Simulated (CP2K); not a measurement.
Several settings converged on HfPt₃ (P4mm, 4 atoms in the cell)

```
CELL_PARAMETERS angstrom
      4.02246     0.00000     0.00000
      0.00000     4.02246     0.00000
      0.00000     0.00000     4.02246
ATOMIC_POSITIONS crystal
  Hf 0.00000 0.00000 0.01243
  Pt 0.50000 0.50000 0.00000
  Pt 0.00000 0.50000 0.50000
  Pt 0.50000 0.00000 0.50000
```

Base method: LDA (Pade form), GPW, TZVP-MOLOPT-SR-GTH basis, GTH-PADE potentials (GTH_POTENTIALS) (CP2K 2026.2).

Base settings: CUTOFF = 500 Ry; REL_CUTOFF = 60 Ry; SMEAR/METHOD = GAUSSIAN; SIGMA = 0.1 eV; KPOINTS/SCHEME = MONKHORST-PACK 3 3 3; XC_FUNCTIONAL = PADE; Hf/BASIS_SET = TZVP-MOLOPT-SR-GTH; Hf/POTENTIAL = GTH-PADE-q12; Pt/BASIS_SET = TZVP-MOLOPT-SR-GTH; Pt/POTENTIAL = GTH-PADE-q18.

**The setting basis**

Level: DFT LDA (Pade form), GPW, TZV2P-MOLOPT-SR-GTH basis, GTH-PADE potentials (GTH_POTENTIALS).

Moved along: ADDED_MOS, Hf/BASIS_SET, Pt/BASIS_SET.

The second cell is the first with its lattice scaled by 0.98.

The mesh stays at the base's, so the ladder's end is converged at best in this setting alone.

The sets are ordered by size and need not be nested.

Only quantities that move along the ladder and can be compared are tabulated.

```csv
basis (functions),free energy less the last step's (meV/atom),energy of the compressed cell less the first (meV/atom),pressure (GPa),largest difference of a force vector from the last step's (eV/Å)
SZV-MOLOPT-SR-GTH (40),10487.75,92.86,7.31,0.271
DZVP-MOLOPT-SR-GTH (104),5258.01,-129.94,-27.50,0.249
TZVP-MOLOPT-SR-GTH (140),106.78,-59.42,-18.39,0.127
TZV2P-MOLOPT-SR-GTH (168),0.00,-109.36,-25.59,0.000
```

Coarsest basis (functions) that holds the forces within 0.02 eV/Å: not settled: the last two steps still differ by 0.13 eV/Å, over half the tolerance, so the ladder does not show it.

Coarsest basis (functions) that holds the free energy within 5 meV/atom: not settled: the last two steps still differ by 110 meV/atom, over half the tolerance, so the ladder does not show it.

Coarsest basis (functions) that holds the energy of the compressed cell less the first within 2 meV/atom: not settled: the last two steps still differ by 50 meV/atom, over half the tolerance, so the ladder does not show it.

**The setting eps default**

The mesh stays at the base's, so the ladder's end is converged at best in this setting alone.

Only quantities that move along the ladder and can be compared are tabulated.

| EPS_DEFAULT | free energy less the last step's (meV/atom) | largest difference of a force vector from the last step's (eV/Å) |
|---|---|---|
| 1e-07 | 0.88 | 0.008 |
| 1e-08 | 0.09 | 0.000 |
| 1e-10 | 0.22 | 0.000 |
| 1e-11 | 0.02 | 0.000 |
| 1e-12 | 0.00 | 0.000 |
| 1e-14 | 0.00 | 0.000 |

Coarsest EPS_DEFAULT that holds the free energy within 0.5 meV/atom of the last step, with all finer ones: 1e-08; the step before is off by 0.88 meV/atom.

Coarsest EPS_DEFAULT that holds the forces within 0.005 eV/Å of the last step, with all finer ones: 1e-08; the step before is off by 0.008 eV/Å.

On the base run: the starting cell comes from a database of computed structures (which also holds hypothetical and non-ambient phases and stackings), without a prior relaxation at this level. Its lattice was rescaled by up to half a per cent. One atom was moved a little off its site on purpose. Spin polarisation is off. Values carry the incompleteness of an atom-centred basis. In the base run, with a pressure of about -18 GPa the cell is away from its equilibrium volume at this level. Without a gap this mesh is coarse (it stands for a supercell whose shortest vector is 12 Å).
